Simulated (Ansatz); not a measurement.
CrAgSe2 (R3m, No. 160, 4 atoms in the cell; start mp-3532), treated with PBEsol in Ansatz (plane waves, PAW).

Numerical settings: plane-wave cutoff 500 eV, 12×12×12 k mesh, Fermi–Dirac smearing 0.05 eV, spin-polarised start, scalar-relativistic PAW data made under PBE.

Cell (relaxed at this level):

```cif
data_AgCrSe2
_chemical_formula_sum 'Cr1 Ag1 Se2'
_space_group_name_H-M_alt 'P 1'
_space_group_IT_number 1
_cell_length_a 7.21292
_cell_length_b 7.21292
_cell_length_c 7.21292
_cell_angle_alpha 29.571
_cell_angle_beta 29.571
_cell_angle_gamma 29.571
loop_
_space_group_symop_operation_xyz
  'x, y, z'
loop_
_atom_site_label
_atom_site_type_symbol
_atom_site_fract_x
_atom_site_fract_y
_atom_site_fract_z
_atom_site_occupancy
Cr1 Cr 0.99961 0.99961 0.99961 1
Ag1 Ag 0.84997 0.84997 0.84997 1
Se1 Se 0.72894 0.72894 0.72894 1
Se2 Se 0.26568 0.26568 0.26568 1
```

Problem. Estimate the band gap that the calculation returns.

Solution. 
- band gap: 0.35 eV (on the SCF k mesh)

Note: the magnetic order was assumed, not searched for or taken from measurement; the relaxation could not lower the start's symmetry, so the cell can be a saddle point above a distorted one.

Spin–orbit coupling is not included.

Static lattice: no zero-point or thermal effects.

The result took about 7 core-minutes (a rough figure).

A start named mp-… is a Materials Project structure, which need not be a measured phase.

Ansatz is a program for electronic structure.
